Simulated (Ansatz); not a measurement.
An Ansatz (an electronic-structure program) input (Ansatz, PBEsol, PAW, cutoff 420 eV, no spin-orbit coupling):

Ansatz 0.2 input:
```yaml
crystal:
  lattice:
    - [4.3851902883, 0, 0]
    - [0, 3.8491890348, 0]
    - [-1.7037626483, 0, 5.460512491]
  atoms:
    - { symbol: Na, position: [0.5, 0, 0.5] }
    - { symbol: Na, position: [0, 0.5, 0] }
    - { symbol: H, position: [0, 0.5, 0.5] }
    - { symbol: F, position: [0.727907627, 0, 0.9895438961] }
    - { symbol: F, position: [0.272092373, 0, 0.0104561039] }
    - { symbol: F, position: [0.1927593584, 0.5, 0.4057553384] }
    - { symbol: F, position: [0.8072406416, 0.5, 0.5942446616] }
basis: { ecutwfc: 420, ecutrho_ratio: 4, xc_grid: 2, fft_grid_basis: typed }
kpoints: { mp_grid: { grid: [8, 9, 6] } }
hamiltonian:
  xc: pbesol
  dispersion: none
  pseudopotentials: { kind: paw }
scf: { occupations: { method: fermi_dirac, width: 0.05 }, convergence: { dr2_threshold: 0.0000000007 } }
output: { forces: true, stress: true }
```

### Question
Which symmetry and how many k-points will the program report, and about how many plane waves at Γ?

### Answer
Space group P2/m (ITA 10) with 4 operations, k-points 130 of 432, and 1805 plane waves at Γ.

Whether these cells are dynamically stable was not tested. The final runs are not spin-polarised. An odd electron count without spin: Na2HF4. The cell is Na₂HF₄ (space group P2/m, No. 10; a cell from a computed database, its experimental status unchecked).
